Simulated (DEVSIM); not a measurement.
Device: Si n-i-p diode, at 300 K.

| layer (left to right) | material | thickness (μm) | Nd (cm⁻³) | Na (cm⁻³) | τn (s) | τp (s) |
|---|---|---|---|---|---|---|
| 1 | Si | 0.910 | 8.3e18 | - | 2.4e-5 | 2.4e-5 |
| 2 | Si | 3.00 | - | 5.5e12 | 2.4e-5 | 2.4e-5 |
| 3 | Si | 0.620 | - | 1.2e19 | 2.4e-5 | 2.4e-5 |

Left contact: ohmic. Right contact: ohmic. Voltage is applied to the left contact. Recombination: SRH at mid-gap. Mobility is μmin + (μ − μmin)/(1 + (N/Nref)^α).

This is a model device: material constants are rounded textbook-type values typed into the input, and sizes, dopings and lifetimes were drawn at random. Values at 300 K.

```tsv
parameter	Si
gap (eV)	1.124
affinity (eV)	4.05
permittivity	11.7
Nc (cm⁻³)	2.86e19
Nv (cm⁻³)	3.1e19
μn (cm²/Vs)	1417
μp (cm²/Vs)	470
μn,min	52
μp,min	45
Nref,n	9.7e16
Nref,p	2.2e17
αn	0.68
αp	0.72
```

DEVSIM, 1D drift-diffusion, Boltzmann statistics, complete ionisation; no tunnelling, impact ionisation, image-force lowering or self-heating.

Task: Tabulate band edges, carrier densities and field at 20.0 V on the left contact.

Result: Energies count from the Fermi level of the right contact; mesh points crowd at the junctions.

| x (μm) | Ec (eV) | Ev (eV) | n (cm⁻³) | p (cm⁻³) | field (V/cm) |
|---|---|---|---|---|---|
| 0.000 | -19.968 | -21.092 | 8.3e18 | < 1e2 | ≈ 0 |
| 0.03400 | -19.968 | -21.092 | 8.3e18 | < 1e2 | ≈ 0 |
| 0.1083 | -19.968 | -21.092 | 8.3e18 | < 1e2 | ≈ 0 |
| 0.2872 | -19.968 | -21.092 | 8.3e18 | < 1e2 | ≈ 0 |
| 0.6764 | -19.968 | -21.092 | 8.3e18 | < 1e2 | ≈ 0 |
| 0.8247 | -19.968 | -21.092 | 8.3e18 | < 1e2 | ≈ 0 |
| 0.8881 | -19.968 | -21.092 | 8.3e18 | < 1e2 | ≈ 0 |
| 0.9235 | -19.819 | -20.943 | 2.6e16 | < 1e2 | 71000 |
| 0.9774 | -19.441 | -20.565 | 1.2e10 | < 1e2 | 70000 |
| 1.099 | -18.591 | -19.715 | 620 | < 1e2 | 70000 |
| 1.402 | -16.472 | -17.596 | 560 | 300 | 70000 |
| 2.528 | -8.604 | -9.728 | 310 | 1100 | 70000 |
| 3.329 | -3.010 | -4.134 | 120 | 1600 | 70000 |
| 3.684 | -0.533 | -1.657 | < 1e2 | 1900 | 70000 |
| 3.856 | 0.668 | -0.456 | < 1e2 | 6.7e11 | 70000 |
| 3.901 | 0.980 | -0.144 | < 1e2 | 1.2e17 | 76000 |
| 3.928 | 1.099 | -0.025 | < 1e2 | 1.2e19 | ≈ 0 |
| 3.981 | 1.099 | -0.025 | < 1e2 | 1.2e19 | ≈ 0 |
| 4.173 | 1.099 | -0.025 | < 1e2 | 1.2e19 | ≈ 0 |
| 4.385 | 1.099 | -0.025 | < 1e2 | 1.2e19 | ≈ 0 |
| 4.479 | 1.099 | -0.025 | < 1e2 | 1.2e19 | ≈ 0 |
| 4.530 | 1.099 | -0.025 | < 1e2 | 1.2e19 | ≈ 0 |
